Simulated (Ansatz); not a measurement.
System: interstitial Cu in alpha cristobalite (charge state +1). Calculation: PBE, PAW (plane waves to 420 eV; Ansatz, a program for electronic structure).

Settings: 96 host sites, the relaxed PBE lattice, the Γ point alone, smearing 0.01 eV, spin-restricted, no image-charge correction. Static, classical nuclei. The host's phase is taken as given; its stability against other phases was not computed. The charge state is imposed; whether it is stable for some Fermi level was not computed. Sites that were not tried may lie lower.

Barriers: single points on a 2×2×2 k-point mesh shifted by half a step at the bands' geometries.

Relaxed starting cell (atoms counted from 1):

```
CELL_PARAMETERS angstrom
     10.16610     0.00000     0.00000
      0.00000    10.16610     0.00000
      0.00000     0.00000    14.19760
ATOMIC_POSITIONS crystal
  Si 0.40283 0.10068 0.37805
  Si 0.39546 0.10135 0.87368
  Si 0.39827 0.60343 0.37338
  Si 0.39465 0.60706 0.87327
  Si 0.88640 0.10552 0.37390
  Si 0.89703 0.10009 0.87284
  Si 0.89421 0.60234 0.37471
  Si 0.89999 0.60026 0.87842
  Si 0.10222 0.39300 0.12326
  Si 0.10285 0.39901 0.62761
  Si 0.10579 0.89835 0.12788
  Si 0.09640 0.89310 0.61870
  Si 0.59809 0.39854 0.11519
  Si 0.60491 0.39948 0.62905
  Si 0.60415 0.90057 0.12482
  Si 0.60405 0.89190 0.62781
  Si 0.36224 0.34938 0.24785
  Si 0.35414 0.35496 0.75147
  Si 0.35614 0.85497 0.25080
  Si 0.34706 0.85355 0.74719
  Si 0.84339 0.35565 0.24676
  Si 0.85430 0.35367 0.75272
  Si 0.85334 0.85437 0.25038
  Si 0.85427 0.84626 0.74953
  Si 0.14696 0.14436 0.99825
  Si 0.14421 0.15024 0.49925
  Si 0.15199 0.64491 0.00520
  Si 0.14568 0.64282 0.49729
  Si 0.64655 0.14478 0.99663
  Si 0.64971 0.14556 0.50863
  Si 0.64354 0.65282 0.99534
  Si 0.64652 0.64709 0.50051
  O  0.29155 0.12929 0.45843
  O  0.29739 0.12914 0.96222
  O  0.29536 0.62425 0.45930
  O  0.29990 0.62838 0.96455
  O  0.79887 0.12795 0.46678
  O  0.79669 0.12553 0.96022
  O  0.79668 0.62971 0.46274
  O  0.79426 0.62961 0.96163
  O  0.38408 0.20176 0.28896
  O  0.37054 0.20467 0.78833
  O  0.37193 0.70412 0.28670
  O  0.35518 0.70339 0.78629
  O  0.85334 0.20435 0.28673
  O  0.87082 0.20189 0.78662
  O  0.87017 0.70502 0.28871
  O  0.88103 0.69905 0.78960
  O  0.20231 0.35151 0.21431
  O  0.20399 0.37298 0.71376
  O  0.20517 0.87882 0.21677
  O  0.20091 0.87762 0.70394
  O  0.69819 0.37641 0.20350
  O  0.70394 0.37697 0.71733
  O  0.70425 0.87512 0.21272
  O  0.70232 0.85671 0.71441
  O  0.38144 0.45441 0.33147
  O  0.38210 0.45528 0.83829
  O  0.38682 0.95194 0.33960
  O  0.37155 0.95315 0.83483
  O  0.87026 0.45366 0.33454
  O  0.88499 0.44962 0.84160
  O  0.88159 0.95515 0.33833
  O  0.88094 0.95098 0.83376
  O  0.12133 0.04745 0.08769
  O  0.10262 0.04236 0.57582
  O  0.13215 0.54330 0.09438
  O  0.12066 0.54709 0.58698
  O  0.62079 0.05093 0.08771
  O  0.62708 0.04404 0.59489
  O  0.60815 0.54876 0.07890
  O  0.62100 0.54773 0.58802
  O  0.04358 0.14098 0.40396
  O  0.04677 0.11709 0.91182
  O  0.04582 0.61039 0.41054
  O  0.04687 0.61573 0.92228
  O  0.54784 0.11954 0.42216
  O  0.54631 0.11280 0.91068
  O  0.54713 0.61842 0.41277
  O  0.54556 0.63558 0.90572
  O  0.12799 0.29530 0.03611
  O  0.12975 0.29718 0.54020
  O  0.13488 0.79387 0.04425
  O  0.12620 0.79412 0.53138
  O  0.62779 0.29728 0.02993
  O  0.63523 0.29585 0.54425
  O  0.63148 0.80063 0.03792
  O  0.62805 0.79759 0.53669
  O  0.44828 0.37576 0.15477
  O  0.45401 0.38066 0.66394
  O  0.45433 0.88222 0.16296
  O  0.45306 0.87626 0.66308
  O  0.95425 0.37580 0.16452
  O  0.95302 0.38098 0.66444
  O  0.95557 0.88133 0.16495
  O  0.94877 0.87182 0.65872
  Cu 0.11795 0.24441 0.30595
```
Cell charge +1.

End state 1 differs by these moves (Å; atoms that move under 0.25 Å are left out):

| atom | element | Δx | Δy | Δz |
|---|---|---|---|---|
| 37 | O | 0.09 | 0.19 | -0.20 |
| 43 | O | 0.22 | -0.04 | 0.15 |
| 45 | O | 0.11 | 0.07 | -0.22 |
| 46 | O | 0.31 | 0.02 | 0.21 |
| 50 | O | 0.07 | -0.16 | -0.23 |
| 51 | O | 0.07 | -0.17 | 0.17 |
| 54 | O | 0.11 | -0.20 | 0.14 |
| 65 | O | 0.15 | 0.06 | 0.41 |
| 70 | O | 0.17 | -0.05 | -0.24 |
| 72 | O | 0.15 | -0.06 | 0.24 |
| 73 | O | 0.12 | -0.06 | -0.29 |
| 74 | O | -0.03 | -0.27 | 0.38 |
| 79 | O | 0.01 | -0.25 | 0.23 |
| 92 | O | 0.04 | 0.28 | 0.00 |
| 93 | O | 0.00 | 0.28 | -0.04 |
| 97 | Cu | 0.14 | -1.14 | -0.80 |

Q: What is the computed forward and backward barriers to end state 1 (PBE, PAW)?

A: forward 0.19 eV, backward 0.061 eV; at the saddle point atom 97 has neighbours O at 2.04, O at 2.12, O at 2.49, O at 2.50 Å. The saddle point's order was not checked.

End state 2 differs by these moves (Å; atoms that move under 0.25 Å are left out):

```json
[
 {"atom": "10", "element": "Si", "Δx": "-0.03", "Δy": "-0.06", "Δz": "-0.26"},
 {"atom": "17", "element": "Si", "Δx": "-0.04", "Δy": "0.17", "Δz": "0.23"},
 {"atom": "24", "element": "Si", "Δx": "0.06", "Δy": "0.22", "Δz": "0.19"},
 {"atom": "35", "element": "O", "Δx": "0.01", "Δy": "0.29", "Δz": "0.06"},
 {"atom": "38", "element": "O", "Δx": "-0.03", "Δy": "0.28", "Δz": "0.03"},
 {"atom": "49", "element": "O", "Δx": "-0.06", "Δy": "0.35", "Δz": "0.37"},
 {"atom": "50", "element": "O", "Δx": "0.01", "Δy": "-0.28", "Δz": "-0.39"},
 {"atom": "55", "element": "O", "Δx": "-0.04", "Δy": "-0.26", "Δz": "-0.25"},
 {"atom": "56", "element": "O", "Δx": "0.06", "Δy": "0.29", "Δz": "0.21"},
 {"atom": "57", "element": "O", "Δx": "0.06", "Δy": "0.08", "Δz": "0.31"},
 {"atom": "58", "element": "O", "Δx": "-0.29", "Δy": "-0.01", "Δz": "-0.23"},
 {"atom": "62", "element": "O", "Δx": "0.08", "Δy": "0.12", "Δz": "-0.28"},
 {"atom": "63", "element": "O", "Δx": "-0.21", "Δy": "-0.05", "Δz": "-0.18"},
 {"atom": "64", "element": "O", "Δx": "0.12", "Δy": "0.15", "Δz": "0.25"},
 {"atom": "73", "element": "O", "Δx": "-0.05", "Δy": "-0.27", "Δz": "-0.12"},
 {"atom": "74", "element": "O", "Δx": "-0.01", "Δy": "0.35", "Δz": "0.20"},
 {"atom": "79", "element": "O", "Δx": "0.03", "Δy": "0.26", "Δz": "0.13"},
 {"atom": "80", "element": "O", "Δx": "-0.10", "Δy": "-0.26", "Δz": "-0.11"},
 {"atom": "81", "element": "O", "Δx": "0.32", "Δy": "-0.02", "Δz": "0.38"},
 {"atom": "82", "element": "O", "Δx": "-0.15", "Δy": "0.08", "Δz": "-0.46"},
 {"atom": "85", "element": "O", "Δx": "-0.18", "Δy": "-0.04", "Δz": "0.25"},
 {"atom": "87", "element": "O", "Δx": "-0.15", "Δy": "-0.07", "Δz": "-0.26"},
 {"atom": "88", "element": "O", "Δx": "0.28", "Δy": "0.01", "Δz": "0.24"},
 {"atom": "89", "element": "O", "Δx": "-0.04", "Δy": "0.24", "Δz": "0.25"},
 {"atom": "96", "element": "O", "Δx": "0.05", "Δy": "0.27", "Δz": "0.19"},
 {"atom": "97", "element": "Cu", "Δx": "0.00", "Δy": "1.40", "Δz": "0.97"}
]
```

Q: What is the computed forward and backward barriers to end state 2 (PBE, PAW)?

A: forward 0.20 eV, backward 0.074 eV; at the saddle point atom 97 has neighbours O at 2.10, O at 2.24, O at 2.30, O at 2.47, O at 2.65 Å. The saddle point's order was not checked.

End state 3 differs by these moves (Å; atoms that move under 0.15 Å are left out):

| atom | element | Δx | Δy | Δz |
|---|---|---|---|---|
| 44 | O | 0.14 | -0.03 | 0.06 |
| 45 | O | 0.15 | -0.01 | 0.09 |
| 50 | O | -0.01 | -0.08 | -0.16 |
| 52 | O | 0.02 | -0.12 | 0.12 |
| 53 | O | 0.04 | -0.09 | 0.12 |
| 55 | O | -0.03 | -0.07 | -0.15 |
| 58 | O | -0.14 | -0.07 | -0.05 |
| 63 | O | -0.16 | -0.04 | -0.04 |
| 66 | O | 0.19 | 0.02 | 0.18 |
| 71 | O | 0.14 | -0.02 | 0.13 |
| 73 | O | 0.04 | -0.41 | 0.09 |
| 75 | O | -0.02 | 0.18 | -0.04 |
| 80 | O | 0.02 | -0.30 | 0.06 |
| 82 | O | -0.13 | -0.05 | -0.14 |
| 87 | O | -0.09 | -0.08 | -0.12 |
| 97 | Cu | 0.14 | -2.55 | 0.18 |

Q: Give the forward and backward barriers to end state 3 at the level PBE, PAW.

A: forward 0.20 eV, backward 0.20 eV; at the saddle point atom 97 has neighbours O at 2.11, O at 2.26, O at 2.35, O at 2.43, O at 2.58 Å. The saddle point's order was not checked.
